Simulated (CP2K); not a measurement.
Input and output of a self-consistent single point for a sheet of PbF2 (3 atoms in the cell) (CP2K).

Method: CP2K 2026.2 with Wu-Cohen GGA, GPW, DZVP-MOLOPT-SR-GTH basis, GTH-PBE potentials (GTH_POTENTIALS).

```yaml
crystal:
  lattice:
    - [3.05036, 0.00000, 0.00000]
    - [-1.52518, 2.64169, 0.00000]
    - [0.00000, 0.00000, 16.90685]
  atoms:
    - { symbol: Pb, position: [0.66667, 0.33333, 0.50000] }
    - { symbol: F, position: [0.33333, 0.66667, 0.41403] }
    - { symbol: F, position: [0.33333, 0.66667, 0.58597] }
```

Reference input (self-consistent single point, DFT PBE, GPW, DZVP-MOLOPT-SR-GTH basis, GTH-PBE potentials (GTH_POTENTIALS)): CUTOFF = 550 Ry; REL_CUTOFF = 60 Ry; SMEAR/METHOD = MARZARI_VANDERBILT; SIGMA = 0.1 eV; KPOINTS/SCHEME = MONKHORST-PACK 10 10 1; GAMMA_CENTERED = T; XC_FUNCTIONAL = PBE; Pb/BASIS_SET = DZVP-MOLOPT-SR-GTH-q4; Pb/POTENTIAL = GTH-PBE-q4; F/BASIS_SET = DZVP-MOLOPT-SR-GTH-q7; F/POTENTIAL = GTH-PBE-q7; METHOD = GPW. This run's input differs from it in these lines:

```diff
@@ -44,3 +44,7 @@
     &XC
-      &XC_FUNCTIONAL PBE
+      &XC_FUNCTIONAL
+        &GGA_X_WC
+        &END GGA_X_WC
+        &GGA_C_PBE
+        &END GGA_C_PBE
       &END XC_FUNCTIONAL
```

Output, abridged:

```
 SCF WAVEFUNCTION OPTIMIZATION

  Step     Update method      Time    Convergence         Total energy    Change
     1 NoMix/Diag. 0.20E+00      -     0.55006079       -52.1096465229 -5.21E+01
     2 Broy./Diag. 0.20E+00      -     0.09530878       -48.6915459779  3.42E+00
     3 Broy./Diag. 0.20E+00      -     0.16060303       -50.6637377477 -1.97E+00
     4 Broy./Diag. 0.20E+00      -     0.00745004       -52.1666680267 -1.50E+00
     5 Broy./Diag. 0.20E+00      -     0.07759105       -51.7954668836  3.71E-01
     6 Broy./Diag. 0.20E+00      -     0.00400812       -52.0605813393 -2.65E-01
   [... 23 lines left out ...]
    30 Broy./Diag. 0.20E+00      -     0.00000050       -51.9562858568 -5.53E-07
    31 Broy./Diag. 0.20E+00      -     0.00000049       -51.9562861414 -2.85E-07
    32 Broy./Diag. 0.20E+00      -     0.00000013       -51.9562859580  1.83E-07
    33 Broy./Diag. 0.20E+00      -     0.00000009       -51.9562872586 -1.30E-06
  *** SCF run converged in    33 steps ***

  Overlap energy of the core charge distribution:               0.00000000194577
  Self energy of the core charge distribution:               -135.93420417894765
  Core Hamiltonian energy:                                     38.15986084846111
  Hartree energy:                                              56.20202305117839
  Exchange-correlation energy:                                -10.38396698128431
  Smearing free energy correction:                              0.00000000000000
  Fermi energy:                                                -0.13135184435718

  Total energy:                                               -51.95628725864669

 ENERGY| Total FORCE_EVAL ( QS ) energy [hartree]            -51.956287753582785

 FORCES| Atomic forces [hartree/bohr]
   [... lines left out ...]

 STRESS| Analytical stress tensor [bar]
 STRESS|                        x                   y                   z
 STRESS|      x        1.37542180549E+05  -6.52106649432E+01   4.27240429380E-08
 STRESS|      y       -6.52106649432E+01   1.37466867618E+05   1.75437185851E-03
 STRESS|      z        4.27240429380E-08   1.75437185851E-03   6.43000185190E+04
 STRESS| 1/3 Trace                                             1.13103022229E+05
```

The run converged in 33 iterations. Against the reference run the largest force goes from 2.168 to 2.043 eV/Å and the gap on the mesh goes from 1.703 to 1.659 eV.

The starting cell was generated: these elements placed on a structure prototype, without a prior relaxation; it need not be a known phase or ordering of this composition. Spin-orbit coupling is off. Values carry the incompleteness of an atom-centred basis. The potentials were made for another functional than the one used. Forces in this geometry exceed 1 eV/Å.

Cost on one core of a shared machine: roughly 60 s.
